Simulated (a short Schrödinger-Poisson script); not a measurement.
Structure: gated Al0.33Ga0.67N/GaN polarisation-induced gas, at 77 K.

```tsv
layer	material	thickness (nm)	Na (cm⁻³)
1	Al0.33Ga0.67N	15	-
2	GaN	6000	4e15
```

The device is made up for the run: typed textbook-type constants, with dimensions and the other settings drawn at random. Al0.33Ga0.67N: permittivity 9.3, conduction-band edge (eV) 0.462, gap (eV) 4.09, electron mass (mₑ) 0.24, Nv at 300 K (cm⁻³) 4.6e19. GaN: permittivity 9.5, conduction-band edge (eV) 0, gap (eV) 3.43, Nv at 300 K (cm⁻³) 4.6e19.

Channel valleys (confinement mass, in-plane density-of-states mass, number): Γ 0.2, 0.2, 1. At the gate the conduction-band edge of layer 1 lies 1.27 eV − eVg above the Fermi level of the channel; the field vanishes at the back. Sheet of polarisation charge: +1.6e13 e/cm² at 15 nm from the gate. The barrier under the gate holds no holes. Gaps are held at their typed values at every temperature. Mesh 0.08 nm at interfaces.

Solved with a short Schrödinger-Poisson script written for these runs: 1D Poisson equation in equilibrium, electrons quantum, Hartree (BenDaniel-Duke, 40 states a valley, the channel's in-plane mass for all, wave functions free to enter the barrier), parabolic valleys, classical holes, full ionisation, no traps, pinning or gate leakage.

The same stack at other levels of the model or other numerical settings:

| run | sheet density of all electrons at Vg = 0.5 V (cm⁻²) | sheet density of all electrons at Vg = -2.5 V (cm⁻²) | capacitance at Vg = 0.5 V (μF/cm²) | centroid of the channel electrons at Vg = 0.5 V (nm) | rough cost against the base |
|---|---|---|---|---|---|
| base | 1.31e13 | 3.60e12 | 0.522 | 1.62 | about 1 |
| electrons treated as classical, Boltzmann | 1.43e13 | ___ | ___ | 0.20 | 0.02 |
| electrons treated as classical, Fermi-Dirac | 1.32e13 | 3.74e12 | 0.508 | 1.40 | 0.10 |
| electrons treated as quantum, Hartree plus LDA exchange-correlation | 1.33e13 | 3.71e12 | 0.524 | ___ | 2 |
| mesh six times as coarse | 1.31e13 | 3.60e12 | 0.522 | 1.56 | 0.2 |
| one subband a valley | 1.31e13 | 3.60e12 | 0.518 | 1.39 | 0.4 |

Task: Some entries are withheld; supply them.

Result: 
- electrons treated as classical, Boltzmann, capacitance at Vg = 0.5 V (μF/cm²): 0.545
- electrons treated as classical, Boltzmann, sheet density of all electrons at Vg = -2.5 V (cm⁻²): 4.12e12
- electrons treated as quantum, Hartree plus LDA exchange-correlation, centroid of the channel electrons at Vg = 0.5 V (nm): 1.48

The classical rows ignore confinement, and Boltzmann statistics overrate the density once the band edge passes the Fermi level.
